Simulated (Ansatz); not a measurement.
Ti, pressure series

The parent structure is Ti in the hcp (Mg type) structure (space group P6_3/mmc, No. 194; a = 2.864 Å, c = 4.534 Å).

Cell and atoms are relaxed at each pressure.

The values are results of Ansatz (a quantum-chemistry and plane-wave program), LDA, PAW, cutoff 420 eV, spin-orbit coupling left out, not measurements.

Notes on the quantities. enthalpy: H = E + PV relative to the base's energy.

| change | shortest interatomic distance | c/a ratio | density | enthalpy |
|---|---|---|---|---|
| base | 5.303 bohr | 1.583 | 4.93 g/cm³ | – |
| pressure −2 GPa | 5.330 bohr | 1.582 | 4.86 g/cm³ | -0.20 eV/atom |
| pressure −1 GPa | 5.316 bohr | 1.582 | 4.90 g/cm³ | -0.10 eV/atom |
| pressure 0.9 GPa | 5.291 bohr | 1.583 | 4.97 g/cm³ | +0.09 eV/atom |
| pressure 2.1 GPa | 5.275 bohr | 1.584 | 5.01 g/cm³ | +0.21 eV/atom |
| pressure 4.5 GPa | 5.246 bohr | 1.585 | 5.10 g/cm³ | +0.44 eV/atom |
| pressure 9 GPa | 5.196 bohr | 1.587 | 5.26 g/cm³ | +0.88 eV/atom |
| pressure 15 GPa | 5.137 bohr | 1.591 | 5.45 g/cm³ | +1.43 eV/atom |
| pressure 22.5 GPa | 5.074 bohr | 1.597 | 5.68 g/cm³ | +2.10 eV/atom |
| pressure 30 GPa | 5.021 bohr | 1.604 | 5.89 g/cm³ | +2.74 eV/atom |

Load acts through the strain it causes; cell and atoms are relaxed under it. No phonon test of stability was made. Competing high-pressure phases were not computed. All final runs are without spin polarisation.
